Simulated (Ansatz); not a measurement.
For zinc-blende PbS (model structure), LDA in Ansatz (plane waves, PAW) gives:

- lattice parameter a = 6.476 Å
- formation enthalpy = -0.250 eV/atom

Task: What does PBEsol (plane waves, PAW; Ansatz, an electronic-structure program) give for the same quantities?

Result: 
- lattice constant a: 6.546 Å (increases by 1.1 %)
- formation enthalpy: -0.281 eV/atom (moves by -0.031 eV/atom)

Changes are worked out from the printed values.

Unless a cell is named, each level is at its own relaxed cell (LDA 33.95, PBEsol 35.05 Å³/atom).

Levels without +SOC leave out spin–orbit coupling, which shifts energies and cells of such heavy elements.

Ansatz's density-functional and Hartree–Fock values are scalar-relativistic unless marked +SOC, with PAW data made under PBE.

A model structure was made by putting elements into a prototype or built by hand; it is no filed structure, need not be a known phase, and can be a saddle point held by its symmetry.
